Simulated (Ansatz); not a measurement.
Take InAgTe2 in the chalcopyrite structure (space group I-42d, No. 122) as the base.

```
CELL_PARAMETERS angstrom
     -3.21554     3.21554     6.38368
      3.21554    -3.21554     6.38368
      3.21554     3.21554    -6.38368
ATOMIC_POSITIONS crystal
  Ag 0.75000 0.25000 0.50000
  Ag 0.00000 0.00000 0.00000
  In 0.25000 0.75000 0.50000
  In 0.50000 0.50000 0.00000
  Te 0.11626 0.12500 0.49126
  Te 0.63374 0.62500 0.50874
  Te 0.37500 0.88374 0.00874
  Te 0.87500 0.36626 0.99126
```

Calculations: Ansatz (a program for electronic structure) PBEsol, spin-orbit coupling left out.

For the base:

The band gap is 0.08 eV and the valence-band top at Γ is 0.00, -0.07, -0.07 eV.

One thing is altered: every lattice vector is shortened by 2.02 %, atoms relaxed at fixed cell.

### Question
Predict the new band gap.

### Answer
The band gap increases by 0.147 eV (0.08 eV → 0.22 eV).

### Question
What does the calculation give for the energy relative to the base after the change?

### Answer
The energy rises by 18 meV/atom.

### Question
Estimate the effect on the valence-band top at Γ.

### Answer
The valence-band top at Γ (three highest levels, from the VBM) is still 0.00, -0.07, -0.07 eV.

Spin-orbit coupling, missing from the scalar runs, can matter with Te. The cells carry an imposed strain or load. Whether these cells are dynamically stable was not tested. A zero or small gap of InAgTe2 can be the functional's error rather than a property of the material.
